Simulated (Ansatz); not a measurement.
# A computed series for ZrSi2: response to strain

The reference is ZrSi$_{2}$ (space group Cmcm, No. 63; a = 3.704 Å, b = 14.792 Å, c = 3.679 Å). Axes: x, y, z lie along a, b, c of the conventional cell.

Strains are applied to the cell and any free atomic positions relax; under biaxial strain the out-of-plane vector relaxes too; under stress the whole cell relaxes.

Calculations: PBE in Ansatz (plane waves to 420 eV, PAW, scalar-relativistic without spin-orbit coupling).

Notes on the quantities. energy relative to the base: free energy F.

| variant | energy relative to the base | shortest interatomic distance |
|---|---|---|
| base | 0 meV/atom | 2.420 Å |
| biaxial strain −2.90 %, plane normal [001], relaxed out of plane | +23 meV/atom | 2.431 Å |
| isotropic strain +5.99 % | +179 meV/atom | 2.513 Å |
| uniaxial strain ε_xx = +1.25 % | +1.9 meV/atom | 2.426 Å |
| uniaxial strain ε_yy = −3.61 % | +13 meV/atom | 2.423 Å |
| uniaxial stress, 8 GPa compression along z | +14 meV/atom | 2.390 Å |
| uniaxial stress, 3 GPa tension along x | +2.6 meV/atom | 2.423 Å |

Without a gap, meshes like the base's 13×13×13 leave anisotropic stresses uncertain by several tenths of a GPa, and small strain energies with them. Beyond what the load breaks, stability against distortions was not tested. The final runs are not spin-polarised.

Ansatz is a program for electronic structure.
